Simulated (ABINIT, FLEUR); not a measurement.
A FLEUR input for a self-consistent single point of SiRu (Pm-3m, 2 atoms in the cell) (DFT, LDA (Perdew-Zunger), all-electron FLAPW (FLEUR), scalar-relativistic valence):

Input of the input generator:

```
scf SiRu
&input film=f /
2.9161200000 0.0000000000 0.0000000000
0.0000000000 2.9161200000 0.0000000000
0.0000000000 0.0000000000 2.9161200000
1.8897261246
1.0 1.0 1.0

2
14 0.5000000000 0.5000000000 0.5000000000
44 0.0000000000 0.0000000000 0.0000000000

&comp jspins=1 /
&exco xctyp='pz' /
&kpt div1=8 div2=8 div3=8 gamma=t /
&end /
```

```xml
<?xml version="1.0" encoding="UTF-8" standalone="no"?>
<fleurInput fleurInputVersion="0.39">
   <comment>
      scf SiRu                                                                                            
   </comment>
   <calculationSetup>
      <cutoffs Kmax="4.5" Gmax="18.0" GmaxXC="18.0" numbands="0"/>
      <scfLoop itmax="80" minDistance="0.00001" maxIterBroyd="99" imix="Anderson" alpha="0.05" precondParam="0.0" spinf="2.0"/>
      <coreElectrons ctail="T" frcor="F" kcrel="0" coretail_lmax="0"/>
      <xcFunctional name="pz" relativisticCorrections="F"/>
      <magnetism jspins="1"/>
      <soc l_soc="F" theta="0.0" phi="0.0" spav="F"/>
      <expertModes spex="0" secvar="F"/>
      <geometryOptimization l_f="T" forcealpha="1.0" forcemix="BFGS" epsdisp="0.00001" epsforce="0.00001"/>
      <ldaU l_linMix="F" mixParam="0.05" spinf="1.0"/>
   </calculationSetup>
   <cell>
      <bzIntegration valenceElectrons="18.0" mode="hist" fermiSmearingEnergy="0.00367493">
         <kPointListSelection listName="default-1"/>
         <!-- k-points included here -->
         <xi:include xmlns:xi="http://www.w3.org/2001/XInclude" href="kpts.xml"> </xi:include>
      </bzIntegration>
      <!-- symmetry operations included here -->
      <xi:include xmlns:xi="http://www.w3.org/2001/XInclude" href="sym.xml"> </xi:include>
      <bulkLattice scale="1.0">
         <bravaisMatrix>
            <row-1>    5.5106681464685510     0.0000000000000000     0.0000000000000000</row-1>
            <row-2>    0.0000000000000000     5.5106681464685510     0.0000000000000000</row-2>
            <row-3>    0.0000000000000000     0.0000000000000000     5.5106681464685510</row-3>
         </bravaisMatrix>
      </bulkLattice>
   </cell>
   <atomSpecies>
      <species name="Silicon (Si)" element="Si" atomicNumber="14">
         <mtSphere radius="1.76" gridPoints="609" logIncrement="0.019"/>
         <atomicCutoffs lmax="8" lnonsphr="6"/>
         <electronConfig flipSpins="F">
            <coreConfig>(1s1/2) (2s1/2) (2p1/2) (2p3/2)</coreConfig>
            <valenceConfig>(3s1/2) (3p1/2) (3p3/2)</valenceConfig>
            <stateOccupation state="(3p1/2)" spinUp="0.3333333333333" spinDown="0.3333333333333"/>
            <stateOccupation state="(3p3/2)" spinUp="0.6666666666667" spinDown="0.6666666666667"/>
         </electronConfig>
         <energyParameters s="3" p="3" d="3" f="4"/>
      </species>
      <species name="Ruthenium (Ru)" element="Ru" atomicNumber="44">
         <mtSphere radius="2.58" gridPoints="889" logIncrement="0.014"/>
         <atomicCutoffs lmax="10" lnonsphr="8"/>
         <electronConfig flipSpins="F">
            <coreConfig>(1s1/2) (2s1/2) (2p1/2) (2p3/2) (3s1/2) (3p1/2) (3p3/2) (4s1/2) (3d3/2) (3d5/2)</coreConfig>
            <valenceConfig>(4p1/2) (4p3/2) (5s1/2) (4d3/2) (4d5/2)</valenceConfig>
            <stateOccupation state="(5s1/2)" spinUp="0.5" spinDown="0.5"/>
            <stateOccupation state="(4d3/2)" spinUp="1.4" spinDown="1.4"/>
            <stateOccupation state="(4d5/2)" spinUp="2.1" spinDown="2.1"/>
         </electronConfig>
         <energyParameters s="5" p="5" d="4" f="4"/>
         <lo type="SCLO" l="1" n="4" eDeriv="0"/>
      </species>
   </atomSpecies>
   <atomGroups>
      <atomGroup species="Silicon (Si)">
         <relPos label="                   1">1.000/2.000 1.000/2.000 1.000/2.000</relPos>
         <force calculate="T" relaxXYZ="TTT"/>
      </atomGroup>
      <atomGroup species="Ruthenium (Ru)">
         <relPos label="                   2">.0000000000 .0000000000 .0000000000</relPos>
         <force calculate="T" relaxXYZ="TTT"/>
      </atomGroup>
   </atomGroups>
   <output dos="F" band="F" slice="F">
      <checks vchk="F" cdinf="F"/>
      <bandDOS minEnergy="-.5*Htr" maxEnergy="0.5*Htr" sigma="0.015" storeEVData="T"/>
      <vacuumDOS vacdos="F" integ="F" star="F" nstars="0" locx1="0.0" locy1="0.0" locx2="0.0" locy2="0.0" nstm="0" tworkf="0.0"/>
      <unfoldingBand unfoldBand="F" supercellX="1" supercellY="1" supercellZ="1"/>
      <plotting iplot="0" polar="F">
         <plot TwoD="T" vec1="  1.0  0.0  0.0" vec2="  0.0  1.0  0.0" vec3="  0.0  0.0  1.0" zero="  0.0  0.0  0.0" file="plot"/>
      </plotting>
      <chargeDensitySlicing numkpt="0" minEigenval="0.0" maxEigenval="0.0" nnne="0" pallst="F"/>
      <specialOutput eonly="F"/>
      <magneticCircularDichroism mcd="F" energyLo="-10.0" energyUp="0.0"/>
   </output>
  <!-- We include the file relax.xml here to enable relaxations (see documentation) -->
  <xi:include xmlns:xi="http://www.w3.org/2001/XInclude" href="relax.xml"> <xi:fallback/> </xi:include>
</fleurInput>
```

### Question
Give the ABINIT input for the same structure, mesh, smearing and functional.

### Answer
This is the input that was run; spellings and numerical settings could be chosen otherwise.

```
# SiRu, JTH v2.0 LDA PAW
pp_dirpath "./"
pseudos "Si.LDA_PW-JTH.xml, Ru.LDA_PW-JTH.xml"
acell 3*1.0
rprim
         5.5106681465    0.0000000000    0.0000000000
         0.0000000000    5.5106681465    0.0000000000
         0.0000000000    0.0000000000    5.5106681465
natom 2
ntypat 2
znucl 14 44
typat 1 2
xred
         0.5000000000    0.5000000000    0.5000000000
         0.0000000000    0.0000000000    0.0000000000
ecut 544 eV
pawecutdg 1088 eV
pawxcdev 0
occopt 3
tsmear 0.00367493
nband 15
kptopt 1
ngkpt 8 8 8
nshiftk 1
shiftk 0 0 0
nstep 60
tolvrs 1.0e-12
prtwf 0
prtden 0
```

Basis, cutoffs, solver keys and any potentials are the target program's own. This input uses DFT, LDA (PW92), plane waves, PAW (JTH v2.0 LDA PAW). LDA parametrisations can differ slightly between programs.

The starting cell comes from a database of computed structures (which also holds hypothetical and non-ambient phases and stackings), without a prior relaxation at this level.
